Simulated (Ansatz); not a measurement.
A computed series for hypothetical I4_132 P: response to strain

The parent structure is P (space group I4_132, No. 214; a = 6.116 Å; a hypothetical phase, not in the database extracts checked; relaxed with 0.1 eV smearing). Axes: x, y, z lie along the cube axes.

Strains are applied to the cell and any free atomic positions relax; under stress the whole cell relaxes.

Computed with PBE (Ansatz, an electronic-structure program, PAW, no spin-orbit coupling).

Notes on the quantities. energy relative to the base: free energy F.

```json
[
 {"case": "base", "energy relative to the base": "0 meV/atom", "shortest interatomic distance": "2.162 Å", "pressure": "0.0 GPa", "space group": "I4_132 (No. 214)"},
 {"case": "isotropic strain +1.33 %", "energy relative to the base": "+4.4 meV/atom", "shortest interatomic distance": "2.191 Å", "pressure": "-1.2 GPa", "space group": "I4_132 (No. 214)"},
 {"case": "uniaxial strain ε_xx = −3.10 %", "energy relative to the base": "+3.3 meV/atom", "shortest interatomic distance": "2.132 Å", "pressure": "1.1 GPa", "space group": "I4_122 (No. 98)"},
 {"case": "uniaxial strain ε_yy = +1.98 %", "energy relative to the base": "+1.3 meV/atom", "shortest interatomic distance": "2.175 Å", "pressure": "-0.6 GPa", "space group": "I4_122 (No. 98)"},
 {"case": "uniaxial strain ε_zz = −2.64 %", "energy relative to the base": "+2.4 meV/atom", "shortest interatomic distance": "2.136 Å", "pressure": "0.9 GPa", "space group": "I4_122 (No. 98)"},
 {"case": "tensor shear ε_xz = −0.61 %", "energy relative to the base": "+0.1 meV/atom", "shortest interatomic distance": "2.156 Å", "pressure": "0.0 GPa", "space group": "F222 (No. 22)"},
 {"case": "uniaxial stress, 5 GPa tension along x", "energy relative to the base": "-0.479 eV/atom", "shortest interatomic distance": "2.441 Å", "pressure": "–", "space group": "P4/mmm (No. 123)"}
]
```

Stability under load was not tested beyond the relaxation. Under uniaxial stress, 5 GPa tension along x the cell changed shape so far that it is another structure.
